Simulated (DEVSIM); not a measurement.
System: abrupt GaSb p-n junction, at 250 K.

Layer 1 from the left is GaSb, thickness (μm) 0.130, Na (cm⁻³) 8.9e16, τn (s) 1.6e-8, τp (s) 1.6e-8. Layer 2 from the left is GaSb, thickness (μm) 12.0, Nd (cm⁻³) 4.7e16, τn (s) 1.6e-8, τp (s) 1.6e-8.

Left contact: ohmic. Right contact: ohmic. Voltage is applied to the left contact. Recombination: SRH at mid-gap, Auger. Mobility is constant in doping.

This is a model device: material constants are rounded textbook-type values typed into the input, and sizes, dopings and lifetimes were drawn at random. Values at 300 K; Nc and Nv go as T^1.5, mobilities as T to minus their exponent, the gap by Varshni's rule with the affinity fixed.

GaSb: gap (eV) 0.726, affinity (eV) 4.06, permittivity 15.7, Nc (cm⁻³) 2.1e17, Nv (cm⁻³) 1.8e19, μn (cm²/Vs) 5000, μp (cm²/Vs) 850, T exponent of μn 2, T exponent of μp 1.7, Cn (cm⁶/s) 5e-30, Cp (cm⁶/s) 5e-30, Varshni α (eV/K) 0.00042, Varshni β (K) 140.

Model (solved in DEVSIM): 1D drift-diffusion, Boltzmann statistics, complete ionisation; no tunnelling, impact ionisation, image-force lowering or self-heating.

Dark forward current:

| |V| (V) | |J| (A/cm²) |
|---|---|
| 0.05 | 1.509e-6 |
| 0.10 | 1.139e-5 |
| 0.15 | 9.318e-5 |
| 0.20 | 0.0008430 |
| 0.25 | 0.007992 |
| 0.30 | 0.07705 |
| 0.35 | 0.7458 |
| 0.40 | 7.169 |
| 0.45 | 65.15 |
| 0.50 | 432.1 |
| 0.55 | 1477 |
| 0.60 | 3081 |

Problem. Work out the local ideality factor n = ΔV / (kT/q · ln(J2/J1)) between the rows 0.10 and 0.15 V, 0.30 and 0.35 V, 0.55 and 0.60 V.

Solution. kT/q = 21.54 mV. From 0.10 to 0.15 V: ln(9.318e-5/1.139e-5) = 2.102, n = 1.10. From 0.30 to 0.35 V: ln(0.7458/0.07705) = 2.270, n = 1.02, near the 1 of diffusion or emission over a barrier. From 0.55 to 0.60 V: ln(3081/1477) = 0.735, n = 3.16; the layers' resistance at their doping, Σ W/(qμN) = 2.3e-5 Ω cm², would take 37 mV of this step of 50 mV.

Problem. Estimate the current at 0.30 V from the Shockley equation with J0 = Σ q ni² D/(N L) coth(W/L), τ joining the SRH, radiative and Auger lifetimes that are on, and W taken as the whole layer.

Solution. ni² = 2.12e21 cm⁻⁶; electrons in the p layer: μ = 7200 cm²/Vs, D = 155 cm²/s, τ = 1.60e-8 s, L = 15.7 μm, W/L = 0.0083, term 4.56e-8 A/cm²; holes in the n layer: μ = 1160 cm²/Vs, D = 25.0 cm²/s, τ = 1.60e-8 s, L = 6.32 μm, W/L = 1.9, term 2.99e-10 A/cm². J0 = 4.59e-8 A/cm², and J = J0 exp(qV/kT) = 0.0514 A/cm². The simulation gives 0.0770 A/cm²; the estimate lies 33 % below. The estimate leaves out recombination in the depletion region and that region's share of W.
